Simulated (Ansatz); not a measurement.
# cubic BaHfO3 (0 0 1) on zinc-blende InP (0 0 1) (film strained to the substrate, started from cuts of the bulks and a machine-learned relaxation; metallic at this level, with no gap by band count; slabs In6P5 and Ba3O7Hf2, which can lie off the formulas)

A periodic stack without vacuum, cubic BaHfO3 (0 0 1) on zinc-blende InP (0 0 1) (film strained to the substrate, started from cuts of the bulks and a machine-learned relaxation; metallic at this level, with no gap by band count; slabs In6P5 and Ba3O7Hf2, which can lie off the formulas): substrate slab In6P5, film Ba3O7Hf2, surface cells [[1, 0], [1, 1]] and [[0, 1], [-1, 0]], film strained by +0.2 and +0.2 %, outermost planes In/In and BaO/BaO as cut, which need not be the usual terminations and can put a slab off its formula.

The start was prepared with a machine-learned potential, and the result is one local minimum, with the in-plane cell held and forces under 0.04 eV/Å; the film can end far from its bulk form.

Level of theory: PBE (plane waves to 420 eV, PAW; Ansatz, a program for electronic structure). No spin–orbit coupling; PBE gaps are too small against experiment. Its k-point mesh 6×6×1, Fermi–Dirac width 0.05 eV.

- interface area = 17.8 Å²
- period = 27.21 Å
- heights between the nearest atoms of the two slabs at the two interfaces = 2.29 and 2.30 Å
- Ba–In contacts across the interfaces within 1.22 times the sum of covalent radii = 8, mean 3.80 Å
- In–O contacts across the interfaces within 1.22 times the sum of covalent radii = 2, mean 2.35 Å
- Ba–P contacts across the interfaces within 1.22 times the sum of covalent radii = 2, mean 3.53 Å
- spin-polarised check at this geometry = falls back to no moment

```xyz
23
Lattice="4.2100 0.0023 0.1927 0.0016 4.2135 -0.0887 1.6704 -2.3671 27.3666" Properties=species:S:1:pos:R:3 pbc="T T T"
In     5.0069    -0.3107     4.0954
In     3.0287     3.0014     1.3104
In     4.7309    -0.1546    10.0679
In     2.7611     1.8938     6.9490
In     5.6915    -0.0323    15.7389
In     2.4489     2.0161    12.9203
P      5.0854     1.7540     2.4421
P      4.7972     1.9204     8.5349
P      2.8322    -0.2449     5.4998
P      4.4714     2.0519    14.6269
P      2.5563    -0.1230    11.4658
Ba     3.2360     2.1255    17.9318
O      5.0852     0.0166    18.0078
Ba     2.9131    -1.9856    22.1503
Hf     5.1318     0.0646    20.0907
O      2.9986     0.0620    20.0122
O      5.1117     2.1688    20.0460
O      4.9950     0.0962    22.1988
Ba     2.7085    -1.7678    26.2834
Hf     4.9099     0.1814    24.3122
O      2.8033     0.1579    24.2131
O      4.9106    -1.9539    24.3349
O      4.8078     0.0798    26.3901
```
